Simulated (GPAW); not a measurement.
**GPAW run on CdTe (F-43m, 2 atoms in the cell): self-consistent single point**

Method: PBE, GPAW PAW datasets PBE (gpaw-data 1.0.1) (plane waves; GPAW).

Input as run:

```python
from ase import Atoms
from ase.units import GPa
from gpaw import GPAW

atoms = Atoms(['Cd', 'Te'],
              cell=[[0.000000, 3.249720, 3.249720],
                    [3.249720, 0.000000, 3.249720],
                    [3.249720, 3.249720, 0.000000]],
              positions=[[0.000000, 0.000000, 0.000000],
                         [1.624860, 1.624860, 1.624860]],
              pbc=True)

calc = GPAW(mode={'name': 'pw', 'ecut': 550},
            xc='PBE',
            kpts={'size': (6, 6, 6), 'gamma': True},
            occupations={'name': 'fermi-dirac', 'width': 0.05},
            nbands=-4,
            convergence={'density': 1e-05, 'bands': -2},
            symmetry={'symmorphic': False, 'tolerance': 0.0005},
            maxiter=100)

atoms.calc = calc

energy = atoms.get_potential_energy()
print('Energy (eV):', round(energy, 6))
forces = atoms.get_forces()
print('Forces (eV/Ang):')
print(forces.round(5))
stress = atoms.get_stress()
print('Stress (GPa, Voigt):', (stress / GPa).round(4))
```

Output, abridged:

```
Input parameters:
  convergence: {bands: -2,
                density: 1e-05}
  kpts: {gamma: True,
         size: (6, 6, 6)}
  maxiter: 100
  mode: {ecut: 550,
         name: pw}
  nbands: -4
  occupations: {name: fermi-dirac,
                width: 0.05}
  symmetry: {symmorphic: False,
             tolerance: 0.0005}
  xc: PBE

species:
  Cd:
    name: Cadmium
    Z: 48.0
    valence: 12
    core: 36
    charge: 0.0
    file: Cd.PBE.gz

    # Using partial waves for Cd as LCAO basis

  Te:
    name: Tellurium
    Z: 52.0
    valence: 6
    core: 46
    charge: 0.0
    file: Te.PBE.gz

    # Using partial waves for Te as LCAO basis

Reference energy: -336963.801770  # eV

Spin-paired calculation

Convergence criteria:
 Maximum [total energy] change in last 3 cyles: 0.0005 eV / valence electron
 Maximum integral of absolute [dens]ity change: 1e-05 electrons / valence electron
 Maximum integral of absolute [eigenst]ate change: 4e-08 eV^2 / valence electron
 Maximum number of scf [iter]ations: 100

Symmetries present (total): 24
Symmetries with fractional translations: 0
216 k-points: 6 x 6 x 6 Monkhorst-Pack grid + [1/12,1/12,1/12]
16 k-points in the irreducible part of the Brillouin zone
       k-points in crystal coordinates                weights
   0:     0.00000000    0.00000000    0.00000000          1/216
   1:     0.16666667    0.16666667    0.00000000          6/216
   2:     0.16666667    0.16666667    0.16666667          8/216
   [... 7 lines left out ...]
          ...
  15:     0.50000000    0.50000000    0.50000000          4/216

Wave functions: Plane wave expansion
  Cutoff energy: 550.000 eV
  Number of coefficients (min, max): 1989, 2044
  Pulay-stress correction: 0.000000 eV/Ang^3 (de/decut=0.000000)

Occupation numbers: Fermi-Dirac:
  width: 0.0500  # eV

Eigensolver

Densities:
  Coarse grid: 25*25*25 grid
  Fine grid: 50*50*50 grid
  Total Charge: 0.000000

Density mixing:
  Method: separate
  Backend: pulay
  Linear mixing parameter: 0.05
  old densities: 5
  Damping of long wavelength oscillations: 50

Hamiltonian:
  XC and Coulomb potentials evaluated on a 50*50*50 grid
  External potential:
    NoExternalPotential

XC parameters: PBE with 2 nearest neighbor stencil

Number of atoms: 2
Number of atomic orbitals: 13
Number of bands in calculation: 13
Number of valence electrons: 18
Bands to converge: 11

Density initialized from atomic densities
  13 bands from LCAO basis set

Atomic positions and initial magnetic moments

Positions:
   0 Cd     0.000000    0.000000    0.000000    ( 0.0000,  0.0000,  0.0000)
   1 Te     1.624860    1.624860    1.624860    ( 0.0000,  0.0000,  0.0000)

Unit cell:
           periodic     x           y           z      points  spacing
  1. axis:    yes    0.000000    3.249720    3.249720    25     0.1501
  2. axis:    yes    3.249720    0.000000    3.249720    25     0.1501
  3. axis:    yes    3.249720    3.249720    0.000000    25     0.1501

  Lengths:   4.595798   4.595798   4.595798
  Angles:   60.000000  60.000000  60.000000

Effective grid spacing dv^(1/3) = 0.1638

     iter     time        total  log10-change:
                         energy   eigst   dens
iter:   1 --:--:--    -5.266789   +0.32
iter:   2 --:--:--    -5.226298   -0.84  -1.26
iter:   3 --:--:--    -5.066955   -1.18  -1.29
iter:   4 --:--:--    -5.067527   -2.47  -1.64
iter:   5 --:--:--    -5.077108   -2.03  -1.67
iter:   6 --:--:--    -5.056624   -2.89  -2.24
iter:   7 --:--:--    -5.055750   -4.02  -2.64
iter:   8 --:--:--    -5.054634c  -3.42  -2.71
iter:   9 --:--:--    -5.054731c  -4.73  -3.27
iter:  10 --:--:--    -5.054566c  -4.35  -3.23
iter:  11 --:--:--    -5.054583c  -5.55  -3.55
iter:  12 --:--:--    -5.054557c  -5.46  -3.74
iter:  13 --:--:--    -5.054557c  -7.55c -4.27
iter:  14 --:--:--    -5.054557c  -7.57c -4.26
iter:  15 --:--:--    -5.054557c  -6.54  -4.29
iter:  16 --:--:--    -5.054557c  -8.34c -4.60
iter:  17 --:--:--    -5.054557c  -7.32  -4.61
iter:  18 --:--:--    -5.054557c  -8.90c -4.88
iter:  19 --:--:--    -5.054557c -10.23c -5.30c

Converged after 19 iterations.

Dipole moment: (-4.482445, -4.482445, -4.482445) |e|*Ang

Energy contributions relative to reference atoms: (reference = -336963.801770)

Kinetic:        +18.958131
Potential:      -17.393579
External:        +0.000000
XC:              -6.879966
Entropy (-ST):   -0.000008
Local:           +0.260861
SIC:             +0.000000
--------------------------
Free energy:     -5.054561
Extrapolated:    -5.054557

Showing only first 2 kpts
 Kpt  Band  Eigenvalues  Occupancy
  0     7      3.64585    1.99934
  0     8      3.64585    1.99934
  0     9      4.38999    0.00209
  0    10      8.24790    0.00000

  1     7      3.04782    2.00000
  1     8      3.04782    2.00000
  1     9      6.10865    0.00000
  1    10      7.36802    0.00000

Fermi level: 4.04692

Gap: 0.744 eV
Transition (v -> c):
  (s=0, k=0, n=8, [0.00, 0.00, 0.00]) -> (s=0, k=0, n=9, [0.00, 0.00, 0.00])
No difference between direct/indirect transitions
Energy (eV): -5.054557

Forces in eV/Ang:
  0 Cd   -0.00000   -0.00000    0.00000
  1 Te    0.00000   -0.00000   -0.00000

Stress tensor:
    -0.011036     0.000000    -0.000000
     0.000000    -0.011036    -0.000000
    -0.000000    -0.000000    -0.011036
Stress (GPa, Voigt): [-1.7681 -1.7681 -1.7681 -0.     -0.      0.    ]
```

The run converged in 19 iterations. GPAW prints stress with tension positive.

The starting cell has typed, rounded lattice constants, without a prior relaxation at this level. Its lattice was rescaled by up to half a per cent. Spin-orbit coupling is off.
